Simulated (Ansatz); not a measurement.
# The (0001) surface of wurtzite GaN, Ga-terminated, 2x2 Ga vacancy (bottom of the slab: 3 H on 4 bottom sites)

The numbers are results of r2SCAN, at the PBE geometry (plane waves to 500 eV, PAW; Ansatz, an electronic-structure program), not measurements.

Model: 42-atom slab, 12.2 Å thick at the start with caps and adatoms (thin: gaps and levels are the slab's own), 4x4x1 mesh, Fermi-Dirac 0.025 eV, dipole correction, single point; on the structure that PBE left under its start's symmetry; no spin, no spin-orbit, no U. It is one candidate, not shown to be the stable structure of the face.

| Property | Result |
|---|---|
| gap of the slab on its k-mesh | 0.90 eV |
| highest filled level below the top vacuum level | 3.88 eV |
| cost | very roughly 2.4 core-minutes |
